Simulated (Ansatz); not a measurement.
System: Ba₂BeN₂ (model structure, started from the Ca2ZnN2 type, I4/mmm, No. 139, 5 atoms in the cell). Method: PBE (plane waves, PAW; Ansatz, an electronic-structure program).

Numerical settings: plane-wave cutoff 520 eV, 20×20×20 k mesh, Fermi–Dirac smearing 0.05 eV, scalar-relativistic PAW data made under PBE.

Cell (relaxed at this level):

Ba2BeN2 has the tetragonal space group I4/mmm (No. 139), Pearson symbol tI10. Lattice parameters: a = 4.1195 Å, b = 4.1195 Å, c = 12.1649 Å, α = 90.00°, β = 90.00°, γ = 90.00°. Ba on 4e is surrounded by 1 N at 2.700 Å and 4 N at 2.926 Å (square pyramidal). Be on 2a sees 2 N at 1.553 Å (linear). N on 4e sees 1 Be at 1.553 Å and 1 Ba at 2.700 Å and 4 Ba at 2.926 Å (octahedral). (Neighbours: up to the widest gap in distance over summed covalent radii, below 1.35, at either atom; cation-cation and far metal-metal contacts left out.)
(The calculation used a cell of 5 atoms; values per cell refer to that cell.)

**Question.** Predict the band gap, Γ–Γ gap and bulk modulus B0.

**Answer.** 
band gap: 0.90 eV (on the SCF k mesh)
Γ–Γ gap: 1.21 eV
bulk modulus B0: 57.6 GPa

Note: the bulk modulus is −V dP/dV from two relaxed cells at ±2 % in volume; the relaxation could raise the start's symmetry but not lower it, so the cell can be a saddle point.

Spin–orbit coupling is not included.

The result took about 25 core-minutes (a rough figure).

A model structure was made by putting elements into a prototype or built by hand; it is no filed structure, need not be a known phase, and can be a saddle point held by its symmetry.
